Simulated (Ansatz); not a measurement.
Take HfO2 in the fluorite structure (space group Fm-3m, No. 225) as the base.

```xyz
3
Lattice="0.0000 2.5292 2.5292 2.5292 0.0000 2.5292 2.5292 2.5292 0.0000" Properties=species:S:1:pos:R:3 pbc="T T T"
Hf     0.0000     0.0000     0.0000
O      1.2646     1.2646     1.2646
O      3.7938     3.7938     3.7938
```

Cartesian axes are those of the cell as printed.

Method: r2SCAN (Ansatz, a first-principles code; PAW; 500 eV plane waves; no spin-orbit coupling).

Before the change:

The electron mass comes out as 1.1 mₑ along k, 0.76 mₑ across (at X) and the pressure is 0.00 GPa.

One thing is altered: the cell is stretched by 4.03 % along z with no lateral relaxation, atoms relaxed at fixed cell.

Problem. Estimate the effect on the energy relative to the base, electron mass and pressure.

Solution. The energy goes up by 31 meV/atom; the electron mass becomes 0.43 mₑ along z, 1.2 mₑ across (at Γ) (base: 1.1 mₑ along k, 0.76 mₑ across (at X)); the pressure (mean of the normal stresses, compression positive) goes from zero to -9.79 GPa.

Spin-orbit coupling, missing from the scalar runs, can matter with Hf. The levels and masses belong to the bands next to the band gap. The cells carry an imposed strain or load. Effective masses come from finite differences of ±0.01 Å⁻¹. Along k means along the line from Γ to the band edge. Whether these cells are dynamically stable was not tested. This is not the structure that HfO2 has at room temperature and ambient pressure.
